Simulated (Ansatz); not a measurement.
# Ag (P6₃/mmc, No. 194, 2 atoms in the cell; start mp-10597; another form than the element's usual one)

These are r²SCAN+rVV10 in Ansatz (PAW) values and carry that method's errors.

Numerical settings: plane-wave cutoff 560 eV, 24×24×12 k mesh (along the axes of the cell as run), Fermi–Dirac smearing 0.05 eV, no spin polarisation, scalar-relativistic PAW data made under PBE.

Cell (relaxed at this level):

```xyz
2
Lattice="2.8794 0.0000 0.0000 -1.4397 2.4937 0.0000 0.0000 0.0000 4.7261" Properties=species:S:1:pos:R:3 pbc="T T T"
Ag     0.0000     1.6624     1.1815
Ag     1.4397     0.8312     3.5446
```

| Quantity | Result |
|---|---|
| band gap | zero (no gap) |

Note: the relaxation could not lower the start's symmetry, so the cell can be a saddle point above a distorted one.

Spin–orbit coupling is not included.

Static lattice: no zero-point or thermal effects.

A start named mp-… is a Materials Project structure, which need not be a measured phase.

Ansatz is a program for electronic structure.
